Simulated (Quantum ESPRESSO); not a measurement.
Checking a run of Quantum ESPRESSO on Li7NbO6 (R3, 14 atoms in the cell). The aim is a self-consistent single point with DFT, PBEsol, plane waves, GBRV 1.5 ultrasoft (PBESOL) pseudopotentials.

Input:

```fortran
&CONTROL
 calculation = 'scf'
 prefix = 'scf'
 outdir = './out'
 pseudo_dir = './'
 tprnfor = .true.
 tstress = .true.
/
&SYSTEM
 ibrav = 0
 nat = 14
 ntyp = 3
 ecutwfc = 40
 ecutrho = 320
 occupations = 'fixed'
 nbnd = 39
/
&ELECTRONS
 conv_thr = 1.0d-2
/
ATOMIC_SPECIES
Li     6.9400  li_pbesol_v1.4.uspp.F.UPF
Nb    92.9064  nb_pbesol_v1.uspp.F.UPF
O     15.9990  o_pbesol_v1.2.uspp.F.UPF
ATOMIC_POSITIONS {crystal}
Li    0.49343000    0.72554000    0.12375000
Li    0.12375000    0.49343000    0.72554000
Li    0.72554000    0.12375000    0.49343000
Li    0.23560000    0.93149000    0.48928000
Li    0.48928000    0.23560000    0.93149000
Li    0.93149000    0.48928000    0.23560000
Li    0.65462300    0.65462300    0.65462300
Nb    0.00021000    0.00021000    0.00021000
O     0.63934000    0.88424000    0.23080000
O     0.23080000    0.63934000    0.88424000
O     0.88424000    0.23080000    0.63934000
O     0.07160000    0.79532000    0.37572000
O     0.37572000    0.07160000    0.79532000
O     0.79532000    0.37572000    0.07160000
K_POINTS {automatic}
6 6 6  0 0 0
CELL_PARAMETERS {angstrom}
   2.80517001     1.61956566     4.92475000
  -2.80517001     1.61956566     4.92475000
   0.00000000    -3.23913132     4.92475000
```

Log, with long lists cut:

```
     Message from routine setup:
     using ibrav=0 with symmetry is DISCOURAGED, use correct ibrav instead
     G-vector sticks info
     --------------------
     sticks:   dense  smooth     PW     G-vecs:    dense   smooth      PW
   [... lines left out ...]
         8        Nb     tau(   8) = (   0.0000000   0.0000000   0.0005264  )
         9        O      tau(   9) = (  -0.1165470   0.2917883   1.4657532  )
        10        O      tau(  10) = (  -0.1944226  -0.2468268   1.4657532  )
        11        O      tau(  11) = (   0.3109696  -0.0449615   1.4657532  )
        12        O      tau(  12) = (  -0.3444156   0.0317291   1.0382036  )
        13        O      tau(  13) = (   0.1447295  -0.3141372   1.0382036  )
        14        O      tau(  14) = (   0.1996860   0.2824081   1.0382036  )

     number of k points=    40
                       cart. coord. in units 2pi/alat
        k(    1) = (   0.0000000   0.0000000   0.0000000), wk =   0.0092593
        k(    2) = (   0.0000000  -0.2021976   0.0664952), wk =   0.0555556
        k(    3) = (   0.0000000  -0.4043951   0.1329904), wk =   0.0555556
   [... 37 lines left out ...]

     Dense  grid:    87563 G-vectors     FFT dimensions: (  64,  64,  64)

     Smooth grid:    30949 G-vectors     FFT dimensions: (  45,  45,  45)

     Initial potential from superposition of free atoms

     starting charge      66.8419, renormalised to      70.0000
     Self-consistent Calculation

     iteration #  1     ecut=    40.00 Ry     beta= 0.70

     total energy              =    -411.45373192 Ry
     estimated scf accuracy    <       3.80958599 Ry

     iteration #  2     ecut=    40.00 Ry     beta= 0.70

     total energy              =    -408.79106352 Ry
     estimated scf accuracy    <      20.71119910 Ry

     iteration #  3     ecut=    40.00 Ry     beta= 0.70

     total energy              =    -413.26580539 Ry
     estimated scf accuracy    <       0.80762191 Ry

     iteration #  4     ecut=    40.00 Ry     beta= 0.70

     total energy              =    -413.23036981 Ry
     estimated scf accuracy    <       0.29675437 Ry

     iteration #  5     ecut=    40.00 Ry     beta= 0.70

     total energy              =    -413.23062562 Ry
     estimated scf accuracy    <       0.06077637 Ry

     iteration #  6     ecut=    40.00 Ry     beta= 0.70
     End of self-consistent calculation

     highest occupied, lowest unoccupied level (ev):     4.2622    7.7197

!    total energy              =    -413.24547675 Ry
     estimated scf accuracy    <       0.00659172 Ry

     convergence has been achieved in   6 iterations

     Forces acting on atoms (cartesian axes, Ry/au):

     atom    1 type  1   force =    -0.00115640    0.00339439   -0.00294470
     atom    2 type  1   force =    -0.00236143   -0.00269867   -0.00294470
     atom    3 type  1   force =     0.00351783   -0.00069573   -0.00294470
     atom    4 type  1   force =    -0.00256223   -0.00504750   -0.00074477
     atom    5 type  1   force =     0.00565237    0.00030480   -0.00074477
   [... lines left out ...]
     Total force =     0.039032     Total SCF correction =     0.113233
   [... lines left out ...]

          total   stress  (Ry/bohr**3)                   (kbar)     P=     -120.68
  -0.00081019  -0.00000000  -0.00000000         -119.18       -0.00       -0.00
   0.00000000  -0.00081019   0.00000000            0.00     -119.18        0.00
  -0.00000000   0.00000000  -0.00084066           -0.00        0.00     -123.67

   JOB DONE.
```

Problem. Is this run sound? If not, what is wrong?

Solution. The run is not sound. The fault is a convergence threshold that is too loose. A loop that stops early leaves an energy error of second order in the density error, but errors of first order in forces and stress. To fix it, tighten the threshold. The run converged in 6 iterations without an error; against the sound input the free energy rises by 3.9 meV/atom, the pressure goes from -5.96 to -12.07 GPa, the largest force goes from 0.557 to 0.410 eV/Å and the gap on the mesh goes from 3.594 to 3.458 eV. The full log also holds: “SCF correction compared to forces is large: reduce conv_thr to get better values”.

An input that runs soundly differs in these lines (not the only fix; some lines may just follow from the change or write a value another way):
```diff
- conv_thr = 1.0d-2
+ conv_thr = 1e-10
```

With that input, the run converged in 16 iterations: free energy E − TS -5622.5459 eV; top of the valence band (on the code's own zero) 4.16 eV; gap on the k-point mesh 3.59 eV; pressure -5.96 GPa; largest force (vector length) 0.557 eV/Å (DFT, PBEsol, plane waves, GBRV 1.5 ultrasoft (PBESOL) pseudopotentials).

On the sound input: the starting cell comes from a database of computed structures (which also holds hypothetical and non-ambient phases and stackings), without a prior relaxation at this level. With a pressure of about -6 GPa the cell is away from its equilibrium volume at this level.
